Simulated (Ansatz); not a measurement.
The starting structures come from a database of crystals and need not be the phases stable at ambient conditions.

 Where the default PAW files enter, the runs use the earlier of Ansatz's two default sets.

Tunnelling through a barrier is set by its complex band structure: the current falls as exp(−2κd) with the smallest κ.

Given:

```
CELL_PARAMETERS angstrom
      4.87850     0.00000     0.00000
     -2.43925     4.22490     0.00000
      0.00000     0.00000     5.45107
ATOMIC_POSITIONS crystal
  Sr 0.00000 0.00000 0.00000
  As 0.33333 0.66667 0.50000
  As 0.66667 0.33333 0.50000
  O  0.38355 0.38355 0.69060
  O  0.61645 0.61645 0.30940
  O  0.61645 0.00000 0.69060
  O  0.38355 0.00000 0.30940
  O  0.00000 0.61645 0.69060
  O  0.00000 0.38355 0.30940
```

Space group of this cell: P-31m. The cell is taken as given.

Transport runs along the normal of the first two printed cell vectors, the (001) plane of the conventional cell.

The gap is the functional's own. No spin-orbit coupling. Mid-gap values are interpolated on the energy grid.

Q: Give the band gap and the smallest decay constant κ at mid-gap that r2SCAN (Ansatz, an electronic-structure program) yields.

A: Gap 4.35 eV on a 12×12×6 mesh; κ = 0.390 1/Å, at the zone centre.
